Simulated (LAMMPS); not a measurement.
Size effects in liquid Ta (bcc) at 3620 K and zero pressure.

Model: classical MD, pair style meam, file library.meam (library.meam-Ta); code LAMMPS.

```csv
atoms,volume,first peak of g(r),D(Ta),rough cost (core-seconds per simulated ps)
54,22.43 ± 0.02 Å³/atom,"2.68 Å, height 2.3",(3.0 ± 0.4) × 10^-5 cm²/s,0.23
250,22.45 ± 0.01 Å³/atom,"2.71 Å, height 2.2",(4.2 ± 0.3) × 10^-5 cm²/s,0.7
1024,22.44 ± 0.01 Å³/atom,"2.71 Å, height 2.1",(4.5 ± 0.1) × 10^-5 cm²/s,5
16000,22.460 ± 0.003 Å³/atom,"2.73 Å, height 2.1",(4.81 ± 0.02) × 10^-5 cm²/s,70
```

Periodic images slow diffusion in small cells, by a term that falls as 1/L. Costs are rough.

Caution: the potential MEAM library.meam-Ta is a first-neighbour MEAM set with a 4 Å cutoff, used here without a parameter file and away from the static properties it was fitted to.

Caution: a run this short can hold a crystal over, or a liquid under, the potential's own melting point, which these runs don't give.

Caution (row 1024): enthalpy drifts during the constant-pressure average: a transition or slow ageing; fluctuation values are void.

Errors of D are the spread over four groups of atoms in one short run; a floor of about 5 %, a picked value, is safer.

Errors shown are sampling errors alone.
